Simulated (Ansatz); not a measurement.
A computed series for ZrSe2: response to strain

The reference is ZrSe₂ in the CdI2 type structure (space group P-3m1, No. 164; a = 3.6600 Å, c = 5.8409 Å; layered, stacked along the Cartesian z axis; relaxed with 0.1 eV smearing).

Strains are applied to the cell and any free atomic positions relax.

The values are results of PBEsol-D3(BJ), PAW, 420 eV (Ansatz, an electronic-structure program; no spin-orbit coupling), earlier PAW set, not measurements.

Notes on the quantities. energy relative to the base: free energy F.

```json
[
 {"isotropic strain (%)": "-2.11", "energy relative to the base (meV/atom)": "14.6"},
 {"isotropic strain (%)": "-1.31", "energy relative to the base (meV/atom)": "5.4"},
 {"isotropic strain (%)": "0", "energy relative to the base (meV/atom)": "0.0"},
 {"isotropic strain (%)": "1.47", "energy relative to the base (meV/atom)": "?"},
 {"isotropic strain (%)": "4.22", "energy relative to the base (meV/atom)": "44.9"}
]
```

Task: Fit ΔE = Aε² + Bε³ (ε in %) to the rows shown and predict the withheld row.

Result: Least squares on the printed values gives A = 3.02 and B = -0.12 meV/atom (largest residual 0.1 meV/atom); this predicts 6.2 meV/atom, and the run gives 6.1 meV/atom, in agreement.

Stability against distortions was not tested. The final runs are not spin-polarised.
